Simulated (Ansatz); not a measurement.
**Point defect Bi on the Ga site (Bi_Ga) in beta Ga2O3**

Computed with PBE, PAW (plane waves to 420 eV; Ansatz, a first-principles code). The supercell holds 120 host sites (1×3×2 repeats of a cell of 20 atoms), with a 2×2×2 shifted k-point sampling for the final energies. Site at the start: the Ga(1) site. Energies of charged states are corrected for periodic images (point charge plus alignment at distant sites). Dielectric constants: PBE linear response of the host. Host gap at this level: 2.01 eV. These values are not converged in cell size to better than tenths of an eV. PBE underestimates the host's gap, which shifts levels and can delocalise carriers. Spin–orbit coupling is left out, which matters for these heavy elements. Each state is the lowest found from its start.

Charges with a result: +2, +1, 0, −1. Others weren't obtained, and one of them could lie lower, also by skipping a charge.

```tsv
charge	moment (μB)	point group	largest move off a lattice site (Å)	image correction with alignment (eV)	above the lowest spin state (eV)
+2	not spin-polarised	Cs	0.20	0.90	0.00
+2	0.0	Cs	0.20	0.90	0.00
+1	1.0	Cs	0.28	0.32	0.00
0	not spin-polarised	Cs	0.34	0.00	0.00
−1*	quenched	Cs	0.34	–	0.00
```

* At this level the carrier isn't localised at the defect: at charge −1 electrons occupy the conduction band. Such a state is shallow or no state of the defect, and this cell gives it no level.

Point groups are those of the whole cell at tolerances of 0.03 and 0.1 Å ("near" where only the looser one holds); none is given for unsettled states.

Starting moments that weren't kept: charge +2 began with 2 μB and ended with 0.0; charge −1 began with 1 μB and ended with 0.0.

Not the lowest form: the same atoms on another site or from another start ended lower, by 1.01 eV at charge +2; by 0.62 eV at charge +1; by 0.60 eV at charge 0. The levels below are those of this configuration alone.

Transition levels above the valence-band maximum: ε(+2/+1) = 0.30 eV; ε(+1/0) = 0.90 eV.

Flagged in the runs: a host whose relaxation on this sampling wasn't shown to rest, a strain field that reaches the edge of the cell.
